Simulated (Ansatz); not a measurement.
The reference is MoSe₂ in the 2H-MoS2 type structure (space group P6_3/mmc, No. 194; a = 3.228 Å, c = 12.347 Å; layered, stacked along the Cartesian z axis). Axes: x lies along a and z along c of the hexagonal cell.

The values are results of Kohn–Sham DFT with the PBEsol-D3(BJ) functional, run in Ansatz (a first-principles code) with PAW and 420 eV plane waves, no spin-orbit coupling, not measurements.

For the base:

```
Property              Result
-------------------  -------
Smallest direct gap  1.54 eV
```

It is then changed as follows: uniaxial strain ε_zz = +4.87 %, all other strain components held at zero; the atoms relax in the strained cell.

Task: Estimate the effect on the energy relative to the base and smallest direct gap.

Result: The energy grows by 11 meV/atom; the smallest direct gap increases by 0.07 eV to 1.61 eV.

Gaps are read on the SCF mesh and a high-symmetry path. Stability against distortions was not tested.
